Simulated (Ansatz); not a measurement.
## Hypothetical Fm-3m WTe2, pressure series

Start from WTe2 (space group Fm-3m, No. 225; a = 6.5690 Å; a hypothetical phase, not in the database extracts checked).

Cell and atoms are relaxed at each pressure.

Level of theory: PBEsol (Ansatz, a program for electronic structure; PAW; 420 eV plane waves; no spin-orbit coupling).

Notes on the quantities. enthalpy: H = E + PV relative to the base's energy.

| change | enthalpy | volume per atom |
|---|---|---|
| base | – | 23.62 Å³ |
| pressure −2 GPa | -0.30 eV/atom | 24.08 Å³ |
| pressure −1 GPa | -0.15 eV/atom | 23.84 Å³ |
| pressure 0.9 GPa | +0.13 eV/atom | 23.43 Å³ |
| pressure 2.1 GPa | +0.31 eV/atom | 23.19 Å³ |
| pressure 4.5 GPa | +0.65 eV/atom | 22.73 Å³ |
| pressure 9 GPa | +1.28 eV/atom | 22.00 Å³ |
| pressure 15 GPa | +2.09 eV/atom | 21.21 Å³ |
| pressure 22.5 GPa | +3.06 eV/atom | 20.40 Å³ |
| pressure 30 GPa | +4.00 eV/atom | 19.72 Å³ |

Load acts through the strain it causes; cell and atoms are relaxed under it. No phonon test of stability was made. Competing high-pressure phases were not computed. The final runs are not spin-polarised. WTe2 has a high density of states at the Fermi level and may be magnetic at this level.
